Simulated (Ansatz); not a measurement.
Short convergence ladders for BaIn₂Rh (Cmcm, 8 atoms in the cell)

```xyz
8
Lattice="2.2664 -5.9426 0.0000 2.2664 5.9426 0.0000 0.0000 0.0000 8.0528" Properties=species:S:1:pos:R:3 pbc="T T T"
Ba     2.2664     5.3635     2.0132
Ba     2.2664    -5.3635     6.0396
In     2.2664    -2.0253     4.4782
In     2.2664     2.0253     3.5746
In     2.2664     2.0253     0.4518
In     2.2664    -2.0253     7.6011
Rh     2.2664     3.3667     6.0396
Rh     2.2664    -3.3667     2.0132
```

Base method: LDA (PW92), default PAW files made with PBE (plane waves; Ansatz, a first-principles code).

Base settings: basis.ecutwfc = 420 eV; kpoints.mp_grid.grid = 5 5 2; hamiltonian.xc = lda; hamiltonian.pseudopotentials = {kind: paw} (the program's default PAW files); scf.occupations.method = gaussian; scf.occupations.width = 0.1 eV.

Core times come from one kind of shared machine, to one figure; runs under 30 s give none.

**Zone-centre phonons against the cutoff**

In this ladder: phonons.method = dfpt.

The mesh stays at the base's, so the ladder's end is converged at best in this setting alone.

Frequencies are those of the unrelaxed cell, without the LO-TO term of polar crystals.

Only quantities that move along the ladder and can be compared are tabulated.

| basis.ecutwfc | highest zone-centre frequency (cm⁻¹) | lowest optical frequency (cm⁻¹) | core time / last (rough) |
|---|---|---|---|
| 210 eV | 137.4 | -6.7 | 0.2 |
| 250 eV | 139.5 | 51.4 | 0.2 |
| 355 eV | 139.0 | 52.3 | 0.6 |
| 420 eV | 138.7 | 52.2 | 1 |

State of the highest zone-centre frequency at the end of the ladder: still drifting one way, by 0.8 cm⁻¹ over the last two steps, so the last step is no safe reference.

Coarsest basis.ecutwfc that holds the lowest optical frequency within 2 cm⁻¹ of the last step, with all finer ones: 250 eV, at about 0.2 of the last step's time; the step before is off by 59 cm⁻¹.

**The force threshold of a relaxation**

On BaIn2Rh (Cm, 8 atoms in the cell): one atom moved by 0.15 angstrom.

In this ladder: relax = atoms.

The mesh stays at the base's, so the ladder's end is converged at best in this setting alone.

Only quantities that move along the ladder and can be compared are tabulated.

| relax.f_tol | free energy less the last step's (meV/atom) | largest force left (eV/Å) | relaxation steps | core time / last (rough) |
|---|---|---|---|---|
| 0.2 eV/Å | 0.96 | 0.1390 | 2 | 0.4 |
| 0.1 eV/Å | 0.08 | 0.0332 | 3 | 0.5 |
| 0.05 eV/Å | 0.08 | 0.0334 | 3 | 0.5 |
| 0.02 eV/Å | 0.01 | 0.0109 | 4 | 0.7 |
| 0.005 eV/Å | 0.00 | 0.0036 | 5 | 0.8 |
| 0.001 eV/Å | 0.00 | 0.0005 | 6 | 1 |

Coarsest relax.f_tol that holds the free energy within 0.1 meV/atom of the last step, with all finer ones: 0.1 eV/Å; the step before is off by 0.96 meV/atom.

Coarsest relax.f_tol that holds the largest force left within 0.02 eV/Å of the last step, with all finer ones: 0.02 eV/Å; the step before is off by 0.033 eV/Å.

On the base run: the starting cell comes from a database of computed structures (which also holds hypothetical and non-ambient phases and stackings), without a prior relaxation at this level. Its lattice was rescaled by up to half a per cent. Spin polarisation is off. In the base run, with a pressure of about -6 GPa the cell is away from its equilibrium volume at this level. Without a gap this mesh is coarse (it stands for a supercell whose shortest vector is 16 Å).

Keys are those of Ansatz 0.2.
